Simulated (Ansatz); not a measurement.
Consider Ti in the hcp (Mg type) structure (space group P6_3/mmc, No. 194; a = 2.8644 Å, c = 4.5373 Å; relaxed with 0.1 eV smearing). Axes: x lies along a and z along c of the hexagonal cell.

Calculations: LDA in Ansatz (plane waves to 420 eV, PAW, scalar-relativistic without spin-orbit coupling).

For the base:

- Shortest interatomic distance: 2.807 Å

One thing is altered: a pure shear with ε_xz = ε_zx = 0.0143; the atoms relax in the strained cell.

What happens to the stress and shortest interatomic distance?

The stress (xx, yy, zz, yz, xz, xy; compression positive) amounts to (0.1, -0.1, 0.0, 0.0, -0.9, 0.0) GPa; the shortest interatomic distance decreases by 0.033 Å (2.807 Å → 2.774 Å).

No phonon test of stability was made. All final runs are without spin polarisation.

Ansatz is a quantum-chemistry and plane-wave program.
